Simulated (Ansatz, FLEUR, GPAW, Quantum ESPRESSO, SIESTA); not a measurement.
## Code comparison for Ti2InC (P6_3/mmc, 8 atoms in the cell)

Self-consistent single point.

```
CELL_PARAMETERS angstrom
      3.10423     0.00000     0.00000
     -1.55212     2.68835     0.00000
      0.00000     0.00000    13.98921
ATOMIC_POSITIONS crystal
  Ti 0.66667 0.33333 0.57876
  Ti 0.33333 0.66667 0.42124
  Ti 0.33333 0.66667 0.07876
  Ti 0.66667 0.33333 0.92124
  In 0.66667 0.33333 0.25000
  In 0.33333 0.66667 0.75000
  C  0.00000 0.00000 0.50000
  C  0.00000 0.00000 0.00000
```

All programs got the same cell, k-point mesh and kind of occupations (in Ansatz's words: kpoints.mp_grid.grid = 8 8 2; scf.occupations.method = gaussian; scf.occupations.width = 0.1 eV); potentials, basis and cutoffs are each program's usual ones.

```json
[
 {"code": "Ansatz", "model": "LDA (PW92), PAW files made with PBE", "pressure (GPa)": "-3.69", "largest force (eV/Å)": "0.212", "k-points": "20", "cutoff": "420 eV"},
 {"code": "SIESTA", "model": "LDA PW92, numerical atomic orbitals DZP, PseudoDojo LDA standard norm-conserving potentials (rewritten from UPF to PSML)", "pressure (GPa)": "-4.62", "largest force (eV/Å)": "0.140", "k-points": "77", "cutoff": "grid 350 Ry"},
 {"code": "FLEUR", "model": "LDA (Vosko-Wilk-Nusair), all-electron FLAPW (FLEUR), scalar-relativistic valence", "pressure (GPa)": "–", "largest force (eV/Å)": "0.217", "k-points": "20", "cutoff": "Kmax 4.5 1/bohr"},
 {"code": "GPAW", "model": "LDA (Perdew-Wang 92), GPAW PAW datasets LDA (gpaw-data 1.0.1)", "pressure (GPa)": "–", "largest force (eV/Å)": "0.141", "k-points": "20", "cutoff": "900 eV"},
 {"code": "Quantum ESPRESSO", "model": "LDA (PZ), GBRV 1.5 ultrasoft (LDA) pseudopotentials", "pressure (GPa)": "-3.55", "largest force (eV/Å)": "0.194", "k-points": "20", "cutoff": "50 Ry"}
]
```

A dash marks a value that a program does not give, or that is left out as unsure.

The spread over the programs that give each value: pressure within 1.07 GPa; largest force within 0.077 eV/Å.

The starting cell comes from a database of computed structures (which also holds hypothetical and non-ambient phases and stackings), without a prior relaxation at this level. Its lattice was rescaled by a random factor within 2.5 % of one. On Ansatz's run: Spin polarisation is off. In the base run, with a pressure of about -4 GPa the cell is away from its equilibrium volume at this level.

Why do the programs differ, and what cannot be compared?

Differences of this kind can come from the potentials, where these differ, and from what each basis and cutoff leave unconverged. The zero of total energies and Fermi levels follows the potentials and each program's conventions, so they are not compared here. SIESTA uses small atom-centred bases, whose incompleteness enters pressures, forces and empty levels differently from a plane-wave cutoff. FLEUR treats all electrons, but the usual bases taken here (sphere radii, linearisation, local orbitals, empty states) were not tested for convergence, so the values are no reference for the others. Ansatz's pressure is given at a fixed set of plane waves, as the other plane-wave codes print theirs; with its correction for the finite basis it is -3.60 GPa. The pressure of GPAW is left out: its cutoff lies under the one at which its stress was checked. The same LDA comes in different parametrisations, which differ slightly. The programs reduce the same mesh by symmetry to different extents, which changes the work and not the result.

Left out of this page: ABINIT (stopped by limits of time or memory); Elk (not drawn, or without a comparable value).

Ansatz is a program for electronic structure.

Keys are those of Ansatz 0.2.
